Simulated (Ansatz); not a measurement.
Cost and result by functional for the adsorption energy of CO on the 1x1 (111) surface of fcc Cu, one in a 2x2 cell, started at the site 'top Cu', in Ansatz (plane waves, PAW). Single points on the PBE structure, on one kind of machine; costs are rough ratios of the slab run's core time (references not counted) to the cheapest single point. r2SCAN's cost holds its higher cutoff (500 against 420 eV). Differences are taken against r2SCAN for comparison alone: no measured value is at hand, so the table doesn't rank accuracy.

Set-up: 18 atoms, 6.2 Å thick at the start under the adsorbate (thin: gaps and levels are the slab's own); mesh 6x6x1; 0.1 eV smearing; dipole correction on; 8 atoms held, the rest relaxed; start symmetry kept, larger cells not searched; no spin, no spin-orbit, no U, no dispersion correction. At the end it is bonded to Cu. In PBE this state lies 0.08 eV over the lowest of the starts that converged ('hollow Cu-Cu-Cu over Cu at depth 4.1 Å'). These notes are the PBE run's. Adsorption energies are against CO(g). A negative adsorption energy means that the adsorbate is more stable on the surface than in its reference.

```
functional                     relative cost  adsorption energy (eV)  less r2SCAN (eV)
-----------------------------  -------------  ----------------------  ----------------
RPBE                                       1                   -0.38              0.44
r2SCAN                                     2                   -0.82              0.00
PBE (the relaxed run's value)              –                   -0.67              0.15
```

The values span 0.44 eV, while the single points' costs differ by a factor of roughly 2. Differences are of unrounded values.

Ansatz is a first-principles code.
